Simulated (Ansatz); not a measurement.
Base system: SrO in the rock salt structure (space group Fm-3m, No. 225; a = 5.122 Å).

Calculations: PBEsol (Ansatz, an electronic-structure program, PAW, without spin-orbit coupling).

Base values:

The gap between the host's bands is 3.20 eV and the gap character is indirect, Γ → X.

Now apply this change: 0.0235 electrons added to each cell, a density of 7.0×10^20 cm⁻³, with a uniform compensating background at fixed cell and a 300 K Fermi–Dirac width.

Question: Estimate the effect on the gap between the host's bands, Fermi level from band edge and gap character.

Answer: The gap between the host's bands hardly moves (3.20 eV against 3.19 eV); the Fermi level relative to the doped band's edge (positive inside the band; to 0.05 eV) is +0.25 eV; the gap character remains indirect, Γ → X.

Charged cell with a jellium background: band edges are those of the host's band count, energies are not comparable with the neutral cell, and many-body gap narrowing is missing. Semilocal Kohn–Sham gaps tend to fall short of experiment. No phonon test of stability was made.
